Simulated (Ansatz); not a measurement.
Results of r²SCAN (PAW; Ansatz, a quantum-chemistry and plane-wave program) for Y2C (R-3m, No. 166).

The run printed, among other lines:

```
Relaxation: its limit of steps is 80 (relax.max_steps)
Crystal: 3 atoms, lattice volume = 70.904 Å³
Basis set: ecut = 560 eV, 2105 PW (Γ), FFT grids on a1−a3, a2−a3, a3, exchange–correlation on 90×90×162 points (27 copies of the dense FFT grid, shifted against one another)
Bands: 17, of which v1, the nominal top of the filled ones, is band 13 counted from 1 (12 counted from 0)
Symmetry: 12 space group operations
Space group: R-3m (ITA 166), of the structure as read, at distance tolerance 4.1e-5 Å
k-points: 580 of 5832
Initial density: superposition of atomic densities (chi_scale 0.1, normalization cell, long waves kept (reshape's long-wave potential 0.09 eV rms))
Functional: x = r2scan, c = r2scan; τ floored in thin density (d = 2e-4 eV/Å³)
SCF iter   1: F=—  HF=-7973.268121 eV  |F-HF|=—  |Δ(HF+E_count)|=         —  Δρ=5.56e-2  dr2=5.99e0  dr2_τ=3.57e-1
SCF iter   2: F=—  HF=-7972.452072 eV  |F-HF|=—  |Δ(HF+E_count)|=   8.16e-1  Δρ=2.39e-2  dr2=1.05e0  dr2_τ=7.09e-2
  ...
SCF 1 converged in 9 iterations: F = -7972.430616 eV  dr2 = 1.88e-8
Crystal: 3 atoms, lattice volume = 70.904 Å³
Initial density: handed on by an earlier stage of this run
SCF 2 converged in 7 iterations: F = -7972.380352 eV  dr2 = 6.15e-8
Crystal: 3 atoms, lattice volume = 70.904 Å³
Basis set: ecut = 560 eV, 2093 PW (Γ), FFT grids on a1−a3, a2−a3, a3, exchange–correlation on 90×90×162 points (27 copies of the dense FFT grid, shifted against one another)
SCF 3 converged in 11 iterations: F = -7972.432274 eV  dr2 = 4.11e-13
Crystal: 3 atoms, lattice volume = 70.904 Å³
SCF iter   3: F=—  HF=-7972.432273 eV  |F-HF|=—  |Δ(HF+E_count)|=   4.96e-9  Δρ=3.91e-7  dr2=1.74e-11  dr2_τ=2.49e-11
SCF iter   4: F=-7972.432273 eV  HF=-7972.432273 eV  |F-HF|=0.00e0  |Δ(HF+E_count)|=  1.09e-10  Δρ=4.75e-8  dr2=9.60e-13  dr2_τ=3.74e-13
SCF 4 converged in 4 iterations: F = -7972.432273 eV  dr2 = 9.60e-13
SCF converged after 4 iterations
Free energy (F): -7972.432273 eV
Internal energy: -7972.411037 eV  (E = F + TS)
E sigma→0 (E₀):  -7972.421655 eV
Fermi energy:    9.436683 eV
--- Forces (eV/Å), atoms counted from 1 ---
  atom   1  Y     -0.00000000    -0.00000000    -0.00148981
  atom   2  Y      0.00000000     0.00000000     0.00148981
  atom   3  C      0.00000000     0.00000000     0.00000000
--- Stress (GPa, compression-positive) ---
       -1.237950       0.000000      -0.000000
        0.000000      -1.237950      -0.000000
       -0.000000      -0.000000      -1.244916
  P = ⅓ Tr σ = -1.2403 GPa (-12.403 kbar)
```

Task: Write an input file that could have produced this run (the log leaves some choices open).

Result: This is not unique; one that fits is 
Ansatz 0.2 input:
```yaml
crystal:
  lattice:
    - [1.8208652121, 1.0512770204, 6.1734024181]
    - [-1.8208652121, 1.0512770204, 6.1734024181]
    - [0.0, -2.1025540407, 6.1734024181]
  atoms:
    - { symbol: Y, position: [0.7398825133, 0.7398825133, 0.7398825133] }
    - { symbol: Y, position: [0.2601174867, 0.2601174867, 0.2601174867] }
    - { symbol: C, position: [0.0, 0.0, 0.0] }
basis:
  ecutwfc: 560
  ecutrho_ratio: 4
  xc_grid: 3
kpoints:
  mp_grid: { grid: [18, 18, 18] }
hamiltonian:
  xc: r2scan
  dispersion: none
  pseudopotentials: { azcp: { folder: ./paw }, kind: paw }
scf:
  occupations: { method: fermi_dirac, width: 0.05 }
output:
  forces: true
  stress: true
  eigenvalues: true
relax:
  f_tol: 0.004
  escape_saddle: false
  max_steps: 80
  cell: { stress_tol: 0.02, fix: [volume] }
```

The cell is one volume of an energy–volume scan, off the minimum.

The PAW data were made under PBE.

Note: the cell has widely spaced layers and the level no dispersion term, so their spacing and the moduli can rest on weak binding.

Computing time: about 5 core-minutes (a rough figure).
